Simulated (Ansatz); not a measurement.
We consider GaS (R-3m, No. 166, 4 atoms in the cell; start mp-9889; a measured phase of this formula has another space group), described by HSE06 (plane waves, PAW; Ansatz, a program for electronic structure).

Numerical settings: plane-wave cutoff 500 eV, 8×8×8 k mesh, gaussian smearing 0.02 eV, scalar-relativistic PAW data made under PBE.

Cell (relaxed at this level):

```yaml
crystal:
  lattice:
    - [1.80379, 1.04142, 8.60389]
    - [-1.80379, 1.04142, 8.60389]
    - [0.00000, -2.08284, 8.60389]
  atoms:
    - { symbol: Ga, position: [0.95243, 0.95243, 0.95243] }
    - { symbol: Ga, position: [0.04757, 0.04757, 0.04757] }
    - { symbol: S, position: [0.24464, 0.24464, 0.24464] }
    - { symbol: S, position: [0.75536, 0.75536, 0.75536] }
```

**Question.** Estimate the band gap that the calculation returns.

**Answer.** 
- band gap = 2.94 eV (on the SCF k mesh)

Note: the relaxation could not lower the start's symmetry, so the cell can be a saddle point above a distorted one; the cell has widely spaced layers and the level no dispersion term, so their spacing and the moduli can rest on weak binding.

Spin–orbit coupling is not included.

Static lattice: no zero-point or thermal effects.

A start named mp-… is a Materials Project structure, which need not be a measured phase.
